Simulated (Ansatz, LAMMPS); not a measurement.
Random Si-Ge alloy, 4x4x4 cubic cells, lattice parameter by Vegard's rule. Cell 22.84 × 22.84 × 22.84 Å, Si89Ge423, 512 atoms. Prepared with Tersoff's 1989 multicomponent potential (SiCGe.tersoff) (LAMMPS): minimisation. 

Basis: localised support functions (accuracy medium) on a full density matrix. k-points: zone centre alone; occupations: Fermi-Dirac, 0.020 eV; spin polarisation not allowed. Spin-orbit coupling is left out.

Question: Estimate the energy, gap and bonding that Ansatz (a program for electronic structure) with PBE, support functions at accuracy medium on the grid of 370 eV returns for this input.

Answer: 
- energy over the perfect crystal(s), per atom: 13 meV/atom
- Kohn-Sham gap of the cell on its k-mesh: 0.14 eV
- coordination (neighbours within 2.932 Å): 100.0 % 4-fold
- Ge-Ge bonds, mean ± spread: 2.489 ± 0.006 Å
- Ge-Si bonds, mean ± spread: 2.442 ± 0.006 Å
- Si-Si bonds, mean ± spread: 2.395 ± 0.005 Å
- bond angles, mean ± spread: 109.5° ± 1.0°
- pressure: -0.31 GPa
